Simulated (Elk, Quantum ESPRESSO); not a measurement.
Code comparison for GaFe3 (Pm-3m, 4 atoms in the cell)

Self-consistent single point.

```
CELL_PARAMETERS angstrom
      3.63803     0.00000     0.00000
      0.00000     3.63803     0.00000
      0.00000     0.00000     3.63803
ATOMIC_POSITIONS crystal
  Ga 0.00000 0.00000 0.00000
  Fe 0.00000 0.50000 0.50000
  Fe 0.50000 0.00000 0.50000
  Fe 0.50000 0.50000 0.00000
```
Moments meant for the start (each program seeds them in its own way; μB, in the order of the atoms Ga Fe Fe Fe): 0.0 4.0 4.0 4.0.

Shared settings, as Quantum ESPRESSO writes them: occupations = smearing; smearing = gauss; degauss = 0.019992 Ry; noncolin = true; lspinorb = true; K_POINTS = automatic 6 6 6 0 0 0. Potentials and cutoffs stand in the table.

```json
[
 {"code": "Elk", "model": "LDA (PW92), spin-orbit coupling in second variation, all-electron FP-LAPW, Elk's shipped species files, APW+lo basis with extra local orbitals", "size of the net moment (μB/atom)": "1.67", "cutoff": "rgkmax 7.5"},
 {"code": "Quantum ESPRESSO", "model": "LDA (PZ), spin-orbit coupling, PseudoDojo fully relativistic norm-conserving (PBE) pseudopotentials", "size of the net moment (μB/atom)": "1.67", "cutoff": "90 Ry"}
]
```

On Elk's run: the magnetic order is the one reached from the typed start; others were not searched systematically.

The spread over the programs that give each value: size of the net moment within 0.00 μB/atom.

Elk treats all electrons, but the usual bases taken here (sphere radii, linearisation, local orbitals, empty states) were not tested for convergence, so the values are no reference for the others. The same LDA comes in different parametrisations, which differ slightly.

The starting cell comes from a database of computed structures (which also holds hypothetical and non-ambient phases and stackings), without a prior relaxation at this level.

Left out of this page: Ansatz (with a known weakness of the program).
